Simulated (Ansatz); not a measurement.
The reference is Al2Au (space group Fm-3m, No. 225; relaxed with 0.1 eV smearing).

```xyz
3
Lattice="0.0000 3.0016 3.0016 3.0016 0.0000 3.0016 3.0016 3.0016 0.0000" Properties=species:S:1:pos:R:3 pbc="T T T"
Al     1.5008     1.5008     1.5008
Al     4.5024     4.5024     4.5024
Au     0.0000     0.0000     0.0000
```

Cartesian axes are those of the cell as printed.

All numbers come from PBEsol/PAW in Ansatz (an electronic-structure program), no spin-orbit coupling.

The change: every lattice vector is shortened by 1.00 %; the atoms relax in the strained cell.

Predict the stress tensor and what it implies for the stiffness.

Stress of the strained cell less that of the base (GPa, compression positive):
```
    3.7     0.0     0.0
    0.0     3.7     0.0
    0.0     0.0     3.7
```

Then B = −ΔP/(ΔV/V₀) with ΔV/V₀ = -0.0297 gives secant stiffness values (nonlinear terms included at this strain): B ≈ 125 GPa.

As a check, the harmonic strain energy −½ V₀ Δσ:ε is 6.3 meV/atom; the computed energy rise is 6.0 meV/atom.

No phonon test of stability was made.
